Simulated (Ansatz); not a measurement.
Al on the 1x1 (110) surface of bcc W, one in a 2x2 cell, energies for each (28.7 Å²). Energies are against an atom of fcc Al, without zero-point or thermal terms; each row is named by its start.

All values below come from PBE (plane waves to 420 eV, PAW; Ansatz, a first-principles code).

Slab: 17 atoms, 6.6 Å thick at the start under the adsorbate (thin: gaps and levels are the slab's own); k 6x6x1, smearing 0.1 eV, dipole-corrected; 8 atoms held, the rest relaxed; each run with such symmetry as its start has; no spin, no spin-orbit, no U, no dispersion correction.

A negative adsorption energy means that the adsorbate is more stable on the surface than in its reference. Starts that drift may end in the same place. Heights count from the host atoms within 0.3 Å of the top one.

```csv
starting site,E_ads (eV),height (Å),nearest host atom (Å),bonded to,Δ work function (eV),lateral drift (Å)
top W,0.57,2.52,W 2.54,W,-0.68,0.0
hollow W-W-W,-0.42,1.96,W 2.58,4 W,-0.58,0.5
bridge W-W (span 2.8 Å),0.11,2.18,W 2.61,2 W,-0.62,0.0
bridge W-W (span 3.2 Å),-0.42,1.96,W 2.58,4 W,-0.58,0.0
```
